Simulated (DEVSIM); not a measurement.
Device: abrupt GaAs n-p junction, at 400 K.

```csv
layer (left to right),material,thickness (μm),Nd (cm⁻³),Na (cm⁻³),τn (s),τp (s)
1,GaAs,0.710,4.3e16,-,3.1e-9,3.1e-9
2,GaAs,0.970,-,6.7e15,3.1e-9,3.1e-9
```

Left contact: ohmic. Right contact: ohmic. Voltage is applied to the left contact. Recombination: SRH at mid-gap, Auger. Mobility is constant in doping.

This is a model device: material constants are rounded textbook-type values typed into the input, and sizes, dopings and lifetimes were drawn at random. Values at 300 K; Nc and Nv go as T^1.5, mobilities as T to minus their exponent, the gap by Varshni's rule with the affinity fixed.

```csv
parameter,GaAs
gap (eV),1.424
affinity (eV),4.07
permittivity,12.9
Nc (cm⁻³),4.7e17
Nv (cm⁻³),9e18
μn (cm²/Vs),8500
μp (cm²/Vs),400
T exponent of μn,2.1
T exponent of μp,2.2
Cn (cm⁶/s),1e-30
Cp (cm⁶/s),1e-30
Varshni α (eV/K),0.000541
Varshni β (K),204
```

DEVSIM, 1D drift-diffusion, Boltzmann statistics, complete ionisation; no tunnelling, impact ionisation, image-force lowering or self-heating.

The doping Na of layer 2 was swept, all else fixed.

| doping Na of layer 2 (cm^-3) | dark forward voltage at 1 A/cm² (V) | potential step across the device at zero bias (V) | largest field in the device at zero bias (V/cm) | dark forward voltage at 100 A/cm² (V) |
|---|---|---|---|---|
| 2e14 | ___ | 0.896 | ___ | ___ |
| 6.7e14 | 0.574 | 0.937 | 17000 | 0.767 |
| 2e15 | 0.633 | 0.975 | 23000 | 0.806 |
| 6.7e15 | 0.685 | 1.017 | 39000 | 0.850 |
| 2e16 | 0.726 | 1.055 | 61000 | 0.888 |
| 6.7e16 | 0.767 | 1.096 | 87000 | 0.929 |
| 2e17 | 0.799 | 1.134 | 100000 | 0.961 |

Task: What belongs in the gaps?

Result: 
- 2e14, dark forward voltage at 1 A/cm² (V): 0.510
- 2e14, largest field in the device at zero bias (V/cm): 15000
- 2e14, dark forward voltage at 100 A/cm² (V): 0.724
